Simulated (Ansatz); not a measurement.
Defect: interstitial H in kesterite Cu2ZnSnS4, charge state +1. Calculation: PBE, PAW (plane waves to 420 eV; Ansatz, a program for electronic structure).

64-site cell at the relaxed PBE lattice, one k-point at (0.250, 0.250, 0.250), smearing 0.05 eV, spin-restricted, no finite-size correction. No zero-point or tunnelling terms. PBE gaps are too small, and in this host the defect's levels may merge with the bands. The charge state is imposed; whether it is stable for some Fermi level was not computed. Sites that were not tried may lie lower.

Barriers: single points on a 2×2×2 k-point mesh shifted by half a step at the bands' geometries.

The step: several atoms move together, H the farthest; the atom moves 1.75 Å along (0.02, 0.23, -0.11) of the unit cell; the moving atom starts with neighbours Cu at 1.96; S at 1.40 Å and ends with S at 1.37; Zn at 2.19 Å.

Task: What migration barrier of this step does PBE, PAW give?

Result: 0.38 eV forward and 0.089 eV backward. At the saddle the moving atom has neighbours S at 1.37 Å. The check of the saddle point's order was inconclusive.
